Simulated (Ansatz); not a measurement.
The reference is SiO$_{2}$ in the CdI2 type structure (space group P-3m1, No. 164; a = 2.686 Å, c = 4.602 Å; a hypothetical phase, not in the database extracts checked; layered, stacked along the Cartesian z axis).

(Cell as relaxed with PBE-D3(BJ).)

Levels (all Ansatz, an electronic-structure program, PAW, earlier PAW set): PBE-D3(BJ) (420 eV, no spin-orbit coupling); r2SCAN+rVV10 (500 eV, no spin-orbit coupling).

Each level relaxes its own structure.

```tsv
quantity	PBE-D3(BJ)	r2SCAN+rVV10
volume per atom	9.58 Å³	9.35 Å³
lattice parameter a	2.686 Å	2.670 Å
lattice parameter c	4.602 Å	4.541 Å
band gap	6.16 eV	7.22 eV
gap character	indirect, K–Γ (67 % along) → Γ	indirect, K–Γ (67 % along) → Γ
electron mass	0.77 mₑ along c, 0.37 mₑ across	0.71 mₑ along c, 0.38 mₑ across
```

PBE-D3(BJ)'s volume per atom lies 0.239 Å³ above r2SCAN+rVV10's (2.6 %); PBE-D3(BJ)'s lattice parameter a lies 0.016 Å above r2SCAN+rVV10's (0.6 %); PBE-D3(BJ)'s lattice parameter c lies 0.0605 Å above r2SCAN+rVV10's (1.3 %); PBE-D3(BJ)'s band gap lies 1.06 eV below r2SCAN+rVV10's; the two agree on the gap character. Neither level is exact; r2SCAN+rVV10 is the comparison here, not a measurement.

Masses are band curvatures over ±0.01 Å⁻¹ around the edge. Whether these cells are dynamically stable was not tested.
